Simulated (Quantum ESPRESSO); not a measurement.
## Converging the SCF threshold: F₂ (P1, 4 atoms in the cell)

```xyz
4
Lattice="2.5691 -1.5919 0.0000 2.5691 1.5919 0.0000 -0.5649 0.0000 6.6307" Properties=species:S:1:pos:R:3 pbc="T T T"
F      3.5445     0.5086     4.0149
F      1.0288    -0.5086     2.6658
F      0.7463     0.5086     5.9812
F      3.8270    -0.5086     0.6495
```

Level of theory: PBEsol, GBRV 1.5 ultrasoft (PBESOL) pseudopotentials (plane waves; Quantum ESPRESSO).

Base settings: ecutwfc = 40 Ry; ecutrho = 200 Ry; occupations = smearing; smearing = fd; degauss = 0.000734986 Ry; potentials = {F: f_pbesol_v1.4.uspp.F.UPF}; K_POINTS = automatic 5 5 2 0 0 0; conv_thr = 1e-08 Ry; mixing_beta = 0.4.

The mesh stays at the base's, so the ladder's end is converged at best in this setting alone.

Only quantities that move along the ladder and can be compared are tabulated.

The count of work is k-points × plane waves × bands × iterations; it is no time. 

The starting cell comes from a database of computed structures (which also holds hypothetical and non-ambient phases and stackings), without a prior relaxation at this level. Its lattice was rescaled by up to half a per cent. One atom was moved a little off its site on purpose. In the base run, forces exceed 1 eV/Å.

Steps (conv_thr): 0.0073 Ry; 0.00073 Ry; 7.3e-05 Ry; 7.3e-06 Ry; 7.3e-07 Ry; 7.3e-08 Ry; 1e-08 Ry; 7.3e-09 Ry; 7.3e-10 Ry; 7.3e-12 Ry; 7.3e-14 Ry.

### Question
What is the coarsest conv_thr that holds the forces within 0.01 eV/Å of the last step, with all finer ones?

### Answer
7.3e-07 Ry; the step before is off by 0.019 eV/Å.

### Question
What is the coarsest conv_thr that holds the pressure within 0.2 GPa of the last step, with all finer ones?

### Answer
7.3e-05 Ry, at 0.36 of the last step's count of work; the step before is off by 0.37 GPa.

### Question
What is the coarsest conv_thr that holds the free energy within 0.5 meV/atom of the last step, with all finer ones?

### Answer
7.3e-05 Ry, at 0.36 of the last step's count of work; the step before is off by 0.93 meV/atom.

| conv_thr | free energy less the last step's (meV/atom) | pressure (GPa) | largest difference of a force vector from the last step's (eV/Å) | gap on the mesh (eV) | count of work / last |
|---|---|---|---|---|---|
| 0.0073 Ry | 1.00 | -3.22 | 0.968 | 2.275 | 0.21 |
| 0.00073 Ry | 0.93 | -2.17 | 0.117 | 2.235 | 0.29 |
| 7.3e-05 Ry | 0.04 | -2.50 | 0.029 | 2.233 | 0.36 |
| 7.3e-06 Ry | 0.00 | -2.62 | 0.019 | 2.233 | 0.43 |
| 7.3e-07 Ry | 0.00 | -2.50 | 0.007 | 2.234 | 0.50 |
| 7.3e-08 Ry | 0.00 | -2.52 | 0.003 | 2.234 | 0.57 |
| 1e-08 Ry | 0.00 | -2.54 | 0.001 | 2.235 | 0.64 |
| 7.3e-09 Ry | 0.00 | -2.54 | 0.001 | 2.235 | 0.64 |
| 7.3e-10 Ry | 0.00 | -2.54 | 0.000 | 2.235 | 0.71 |
| 7.3e-12 Ry | 0.00 | -2.54 | 0.000 | 2.235 | 0.86 |
| 7.3e-14 Ry | 0.00 | -2.54 | 0.000 | 2.235 | 1.0 |
